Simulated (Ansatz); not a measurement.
Base system: Fe in the bcc (W type) structure (space group Im-3m, No. 229; a = 2.8650 Å; ferromagnetic). Axes: x, y, z lie along the cube axes.

Calculations: plane-wave PAW DFT at the r2SCAN level (Ansatz, a program for electronic structure, 500 eV), no spin-orbit coupling, earlier PAW set.

For the base:

```
Quantity  Value
--------  -----
Band gap   zero
```

The change: a free-standing slab of 6 layers (6 atoms, 1 a layer) is cut normal to [110], with 15 Å of vacuum and the in-plane cell held at bulk.

Predict the new band gap.

The band gap stays zero.

How does this affect the excess energy per area of both faces?

The excess energy per area of both faces (slab less bulk energy over the cell's area: twice a surface energy) amounts to 5.0 J/m² (uncertain by up to 0.2 J/m²).

The magnetic state is the one reached from the starting moments; the real material's order can differ, and small cells can't hold many antiferromagnetic ones. Slab and bulk use different k-meshes, which limits the precision of the excess energy. No phonon test of stability was made.
